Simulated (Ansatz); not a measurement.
Fluorite PtAl₂ was calculated with revPBE (PAW; Ansatz, a quantum-chemistry and plane-wave program).

Settings: plane-wave cutoff 520 eV, 16×16×16 k mesh, Fermi–Dirac smearing 0.05 eV, scalar-relativistic PAW data made under PBE.

Cell (relaxed at this level):

```
Al2Pt
1.0
    0.00000     2.98593     2.98593
    2.98593     0.00000     2.98593
    2.98593     2.98593     0.00000
Al Pt
2 1
Direct
  0.25000   0.25000   0.25000
  0.75000   0.75000   0.75000
  0.00000   0.00000   0.00000
```

**Question.** Give the computed bulk modulus B0 and pressure derivative B′ of the bulk modulus.

**Answer.** 
- bulk modulus B0 = 125 GPa
- pressure derivative B′ of the bulk modulus = 4.5

The run finds no gap.

Spin–orbit coupling is not included.

Computed values are for the static lattice.
